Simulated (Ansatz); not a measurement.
Consider LiH in the rock salt structure (space group Fm-3m, No. 225).

```xyz
2
Lattice="0.0000 2.0027 2.0027 2.0027 0.0000 2.0027 2.0027 2.0027 0.0000" Properties=species:S:1:pos:R:3 pbc="T T T"
H      0.0000     0.0000     0.0000
Li     2.0027     2.0027     2.0027
```

Cartesian axes are those of the cell as printed.

Computed with Ansatz (a quantum-chemistry and plane-wave program) r2SCAN, no spin-orbit coupling.

Strains are applied to the cell and any free atomic positions relax.

One change was made to it. Results:

| quantity | base | after |
|---|---|---|
| pressure | 0.00 GPa | -1.74 GPa |
| band gap | 3.63 eV | 3.66 eV |
| energy relative to the base (free energy F) | 0 meV/atom | +2.4 meV/atom |
| electron mass | 0.13 mₑ along k, 0.98 mₑ across (at X) | 0.13 mₑ along k, 0.98 mₑ across (at X) |

Problem. Which of these changes matches the shifts?
A. strain tensor (xx, yy, zz, yz, xz, xy) = (+1.62, −0.14, +0.94, −1.84, −0.19, −0.78) %
B. isotropic strain +1.76 %
C. strain tensor (xx, yy, zz, yz, xz, xy) = (−1.61, −1.77, +1.41, +0.62, +0.06, −0.91) %
D. isotropic strain +3.85 %

Solution. B, isotropic strain +1.76 %. For comparison, the pressure in the other runs: strain tensor (xx, yy, zz, yz, xz, xy) = (−1.61, −1.77, +1.41, +0.62, +0.06, −0.91) % gives 0.82 GPa; strain tensor (xx, yy, zz, yz, xz, xy) = (+1.62, −0.14, +0.94, −1.84, −0.19, −0.78) % gives -0.80 GPa; isotropic strain +3.85 % gives -3.39 GPa.

Effective masses come from finite differences of ±0.01 Å⁻¹. Along k means along the line from Γ to the band edge. Stability against distortions was not tested.
